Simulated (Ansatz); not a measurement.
SnC under load (space group I-4m2): band-edge transport data

Consider the following.

```
CELL_PARAMETERS angstrom
      0.00000     2.53153     2.47269
      2.53153     0.00000     2.47269
      2.53153     2.53153     0.00000
ATOMIC_POSITIONS crystal
  Sn 0.00000 0.00000 0.00000
  C  0.25000 0.25000 0.25000
```

Computed with PBE with spin-orbit coupling, rigid bands (plane waves, PAW; Ansatz, a first-principles code). Condition of this run: uniaxial stress along [001] of 2.5 GPa (compression positive) (the target of the relaxation). Cell: cell and atoms relaxed with PBEsol, then loaded as said.

```
Quantity                                                                                                                                                             Result
---------------------------------------------------------------------------------------------------------------------------------------  ----------------------------------
band gap                                                                                                                                                            0.75 eV
electron conductivity mass (300 K, dilute)                                                                                               0.102 (x), 0.102 (y), 0.091 (z) mₑ
hole conductivity mass (300 K, dilute)                                                                                                      0.56 (x), 0.56 (y), 0.34 (z) mₑ
effective density of states N_c (300 K)                                                                                                                         7.0e17 cm⁻³
effective density of states N_v (300 K)                                                                                                                         9.3e18 cm⁻³
density-of-states mass, electrons                                                                                                                                  0.092 mₑ
density-of-states mass, holes                                                                                                                                       0.52 mₑ
Seebeck coefficient, n-type 1e19 cm⁻³, 300 K                                                                                                                       -64 μV/K
Seebeck coefficient, p-type 1e19 cm⁻³, 300 K                                                                                                                       271 μV/K
best p-type power factor at 300 K for τ = 10 fs (best axis; densities from 1e16 to 1e21 cm⁻³ tried, whether or not they can be reached)        13.4 μW/(cm·K²) at 3e20 cm⁻³
```

Rigid bands; masses and Seebeck coefficients take one relaxation time τ for all states and one kind of carrier; polarons and phonon drag are left out. Geometry: cell and atoms relaxed with PBEsol.

Computed structure with no diffraction record at hand here (it may be known, metastable or hypothetical): SnC under load (space group I-4m2).
